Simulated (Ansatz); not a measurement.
White tin (β-Sn) was calculated with RPBE in Ansatz (PAW).

Run with plane-wave cutoff 520 eV, 20×20×20 k mesh, Fermi–Dirac smearing 0.05 eV, scalar-relativistic PAW data made under PBE.

Energies at three volumes about the minimum:

```csv
V (Å³/atom),E − E_lowest (meV/atom)
28.688,1.66
29.274,0.00
29.859,1.49
```

Problem. Fit a parabola by hand: where is the minimum, and what is the bulk modulus?

Solution. Slopes: (0.00 − 1.66)/(29.274 − 28.688) = -2.833 and (1.49 − 0.00)/(29.859 − 29.274) = 2.547 meV/Å³. Curvature E″ = 2 × (2.547 − (-2.833))/(29.859 − 28.688) = 9.189 meV/Å⁶. From the middle of the first interval, the slope vanishes at V0 = 28.9810 − (-2.833)/9.189 = 29.289 Å³/atom. B = V0 E″ = 29.289 × 9.189 meV/Å³ × 0.1602 GPa per meV/Å³ = 43.1 GPa. The full Birch–Murnaghan fit to all volumes gives V0 = 29.278 Å³/atom and B0 = 43.1 GPa.

Shape and atoms are relaxed at each volume.

Measured, for comparison: bulk modulus 57.0 GPa (temperature not stated, no zero-point or thermal correction; as tabulated in Chen et al. (2023), arXiv:2209.05059). Computed less measured: bulk modulus -24 %.

Ansatz is a program for electronic structure.
